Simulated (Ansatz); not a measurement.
The cell is built on a prototype and need not be the phase stable at ambient conditions.

Tunnelling through a barrier is set by its complex band structure: the current falls as exp(−2κd) with the smallest κ.

Data:

```
In2MgO4
1.0
    6.35563     0.00000     0.00000
    0.00000     6.35563     0.00000
    3.17782    -3.17782     4.49411
In Mg O
4 2 8
Direct
  0.87500   0.37500   0.25000
  0.37500   0.87500   0.75000
  0.87500   0.87500   0.75000
  0.87500   0.87500   0.25000
  0.25000   0.25000   0.50000
  0.50000   0.50000   0.00000
  0.63050   0.10850   0.73900
  0.10850   0.63050   0.26100
  0.63050   0.63050   0.26100
  0.63050   0.63050   0.73900
  0.11950   0.64150   0.76100
  0.64150   0.11950   0.23900
  0.11950   0.11950   0.23900
  0.11950   0.11950   0.76100
```

Space group of this cell: Fd-3m, spinel. The cell was relaxed by PBE-D3(BJ); by PBEsol its mean pressure is -2.3 GPa.

Transport runs along the normal of the first two printed cell vectors.

The gap is the functional's own. No spin-orbit coupling. Mid-gap values are interpolated on the energy grid.

State the band gap and the smallest decay constant κ at mid-gap according to PBEsol in Ansatz (a program for electronic structure).

Gap 1.84 eV on a 8×8×8 mesh; κ = 0.207 1/Å, at the zone centre.
